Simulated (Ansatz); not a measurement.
A working Ansatz (a program for electronic structure) input for SbOs2 (P4/nmm, 6 atoms in the cell) (DFT, PBE, plane waves, default PAW files):

Ansatz 0.2 input:
```yaml
crystal:
  lattice:
    - [4.150656, 0.000000, 0.000000]
    - [0.000000, 4.150656, 0.000000]
    - [0.000000, 0.000000, 6.333262]
  atoms:
    - { symbol: Os, position_ang: [0.000000, 0.000000, 0.000000] }
    - { symbol: Os, position_ang: [2.075328, 2.075328, 0.000000] }
    - { symbol: Os, position_ang: [2.075328, 0.000000, 1.709981] }
    - { symbol: Os, position_ang: [0.000000, 2.075328, 4.623281] }
    - { symbol: Sb, position_ang: [2.075328, 0.000000, 4.433283] }
    - { symbol: Sb, position_ang: [0.000000, 2.075328, 1.899979] }
basis:
  ecutwfc: 420.0
kpoints:
  mp_grid: { grid: [4, 4, 3] }
hamiltonian:
  xc: pbe
  pseudopotentials: { kind: paw }
scf:
  occupations: { method: fermi_dirac, width: 0.136 }
output:
  forces: true
  eigenvalues: true
  stress: true
```

The run converged in 7 iterations: free energy E − TS (on the zero of these files) -58503.2028 eV; Fermi level (on the code's own zero) 19.06 eV; pressure -3.31 GPa; largest force (vector length) 1.150 eV/Å. Each of these slips is then made, one at a time:

(1)
```diff
+  max_iter: 40
+  convergence: { dr2_threshold: 1.0e-22 eV }
```

(2)
```diff
+  convergence: { dr2_threshold: 1.0e-02 eV }
```

Task: Predict the outcome of each change.

Result: 
(1) A threshold far tighter than needed, beside a limit on iterations. The run converged in 20 iterations, and against the sound input the free energy hardly moves (within 1 meV/atom), the pressure stays at -3.31 GPa and the largest force stays at 1.150 eV/Å. It cost iterations: the sound input took 7.

(2) A convergence threshold that is too loose. The run converged in 6 iterations, and against the sound input the free energy is nearly the same (within 1 meV/atom), the pressure stays at -3.31 GPa and the largest force hardly changes (1.150 to 1.149 eV/Å). The full log also holds (shortened here): “iter 3 did not close the SCF: its close was put off for the readings that it lacked (scf_convergence_deferred on its scf_iter line)” and “iter 4 did not close the SCF: its close was put off for the readings that it lacked (scf_convergence_deferred on its scf_iter line)”.

The starting cell was generated: these elements placed on a structure prototype, without a prior relaxation; it need not be a known phase or ordering of this composition. Spin polarisation is off. In the base run, with a pressure of about -3 GPa the cell is away from its equilibrium volume at this level. In the base run, forces exceed 1 eV/Å. Ansatz's pressure includes its estimate of the finite-basis (Pulay) stress. Without a gap this mesh is coarse (it stands for a supercell whose shortest vector is 17 Å).

Left out of this page: 3 runs of the series outside the window shown, repeating another row's setting, or not comparable.
